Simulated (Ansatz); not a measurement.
Given:

```xyz
1
Lattice="-3.0036 3.0036 2.9886 3.0036 -3.0036 2.9886 3.0036 3.0036 -2.9886" Properties=species:S:1:pos:R:3 pbc="T T T"
Cs     0.0000     0.0000     0.0000
```

No spin polarisation.

Computed with PBEsol (Ansatz, a first-principles code, PAW, no spin-orbit coupling). k-mesh 16×16×16 (Γ-centred); smearing 0.1 eV (Fermi–Dirac).

Question: Predict the band gap and stress.

Answer: Band gap: zero
Stress (xx, yy, zz, yz, xz, xy; compression positive): (0.0, 0.0, 0.0, 0.0, 0.0, 0.0) GPa

The cells carry an imposed strain or load. Stability against distortions was not tested. The cell was made from Cs in the bcc (W type) structure (space group Im-3m, No. 229) by this change: uniaxial strain ε_zz = −0.50 %.
